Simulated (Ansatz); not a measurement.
An Ansatz (a program for electronic structure) run: TiS2 with a change (biaxial strain +1.85 %, plane normal [001], relaxed out of plane); Kohn–Sham DFT with the PBE-D3(BJ) functional, run in Ansatz with PAW and 420 eV plane waves, no SOC, earlier PAW set.

Input:

Ansatz 0.2 input:
```yaml
crystal:
  lattice:
    - [3.4214727382, 0, 0]
    - [1.7107363691, 2.9630823096, 0]
    - [0, 0, 5.4693487136]
  atoms:
    - { symbol: Ti, position: [0, 0, 0] }
    - { symbol: S, position: [0.3333333333, 0.3333333333, 0.2588620558] }
    - { symbol: S, position: [0.6666666667, 0.6666666667, 0.7411379442] }
basis: { ecutwfc: 420, ecutrho_ratio: 4, xc_grid: 2, fft_grid_basis: typed }
kpoints: { mp_grid: { grid: [20, 20, 11] } }
hamiltonian:
  xc: pbe
  dispersion: d3bj
  pseudopotentials: { azcp: { folder: ./paw }, kind: paw }
scf: { occupations: { method: fermi_dirac, width: 0.1 } }
relax: { f_tol: 0.005, max_steps: 50, cell: { stress_tol: 0.01, fix: [a, b, gamma] } }
output: { forces: true, stress: true }
checkpoint: { write: state.ck, write_every: 1000 }
```

Output (explanatory and most iteration lines left out):

```
Relaxation: its limit of steps is 50 (relax.max_steps)
Pseudopotential: Ti, paw, valence charge 12
Pseudopotential: S, paw, valence charge 6
Crystal: 3 atoms, lattice volume = 55.449 Å³
Basis set: ecut = 420 eV, 1087 PW (Γ), exchange–correlation on 48×48×80 points (8 copies of the dense FFT grid, shifted against one another)
Bands: 16, of which v1, the nominal top of the filled ones, is band 12 counted from 1 (11 counted from 0)
Symmetry: 12 space group operations
Space group: P-3m1 (ITA 164), of the structure as read, at distance tolerance 3.8e-5 Å
k-points: 429 of 4400
Functional: x = pbe(κ = 0.804, μ = 0.2195149727645171), c = pbe(β = 0.06672455060314922)
SCF iter   1: F=—  HF=-4310.324466 eV  |F-HF|=—  |Δ(HF+E_count)|=         —  Δρ=8.48e-2  dr2=1.20e1  ethr=3.10e-3  ⟨swp⟩=6.0  Hψ=39098  notcnv=0
SCF iter   2: F=—  HF=-4309.375510 eV  |F-HF|=—  |Δ(HF+E_count)|=   9.49e-1  Δρ=4.37e-2  dr2=3.92e0  ethr=3.10e-3  ⟨swp⟩=2.7  Hψ=11680  notcnv=0
SCF 1 converged in 9 iterations: F = -4308.829841 eV  dr2 = 4.06e-8
relax step   1: F+E_penalty+E_count = -4308.82984135 eV  Δ(F+E_penalty+E_count) = +0.000e0 eV  max|allowed force component| = 1.707e-1 eV/Å  Δτ_max = 0.0000 Å  P = -2.751 GPa  Ω = 55.449 Å³  fix = [a, b, gamma]  reactions: a -3.588, b -3.588 GPa  (9 SCF iters, dr2 threshold 1.00e-7 eV, accepted)
[... steps on the carried basis left out ...]
relax step   4: F+E_penalty+E_count = -4308.83207906 eV  Δ(F+E_penalty+E_count) = -4.735e-6 eV  max|allowed force component| = 4.094e-4 eV/Å  Δτ_max = 0.0003 Å  P = -1.974 GPa  Ω = 55.515 Å³  energy of the carried Pulay correction = -1.261e-5 eV  fix = [a, b, gamma]  reactions: a -2.958, b -2.958 GPa  (6 SCF iters, dr2 threshold 2.28e-9 eV, accepted)
Crystal: 3 atoms, lattice volume = 55.515 Å³
SCF iter   1: F=—  HF=-4308.832117 eV  |F-HF|=—  |Δ(HF+E_count)|=         —  Δρ=1.08e-5  dr2=8.90e-9  ethr=8.13e-7  ⟨swp⟩=3.8  Hψ=59394  notcnv=0
SCF iter   2: F=—  HF=-4308.832092 eV  |F-HF|=—  |Δ(HF+E_count)|=   2.47e-5  Δρ=5.48e-6  dr2=2.06e-9  ethr=3.71e-11  ⟨swp⟩=4.1  Hψ=17891  notcnv=0
SCF 5 converged in 10 iterations: F = -4308.832093 eV  dr2 = 2.36e-17
SCF converged after 10 iterations
Free energy (F): -4308.832093 eV
Internal energy: -4308.814170 eV  (E = F + TS)
E sigma→0 (E₀):  -4308.823131 eV
Entropy (-TS):   -0.017923 eV (-5.974 meV/atom)
Fermi energy:    8.257159 eV
  E_disp       = -1.195182  (pairwise vdW)
--- Forces (eV/Å), atoms counted from 1 ---
  atom   1  Ti     0.00000000     0.00000000     0.00000000
  atom   2  S     -0.00000000    -0.00000000    -0.00041460
  atom   3  S     -0.00000000     0.00000000     0.00041460
--- Stress (GPa, compression-positive) ---
       -2.957729       0.000000       0.000000
        0.000000      -2.957729       0.000000
       -0.000000       0.000000      -0.005033
  P = ⅓ Tr σ = -1.9735 GPa (-19.735 kbar)
--- Relaxed structure (4 steps of the walk, 4 accepted, 1 SCFs on fresh bases) ---
  cell:  # Å, volume = 55.5153 Å³
    - [3.421472738178578, -2.988719827796461e-99, -5.760163935239388e-35]
    - [1.710736369089289, 2.9630823096185517, -4.278766835066171e-34]
    - [-9.20783172047076e-35, -7.366265376376608e-34, 5.475900100202545]
  atoms:
    - { symbol: Ti, position: [2.130401267743533e-34, 1.8546030753437107e-68, 4.228958063844713e-19] }
    - { symbol: S, position: [0.33333333333333337, 0.33333333333333326, 0.2562230740201294] }
    - { symbol: S, position: [0.6666666666666667, 0.6666666666666665, 0.7437769259798707] }
```

Stability against distortions was not tested. The final runs are not spin-polarised. The cell was made from TiS₂ in the CdI2 type structure (space group P-3m1, No. 164; layered, stacked along the Cartesian z axis) by this change: biaxial strain +1.85 %, plane normal [001], relaxed out of plane.
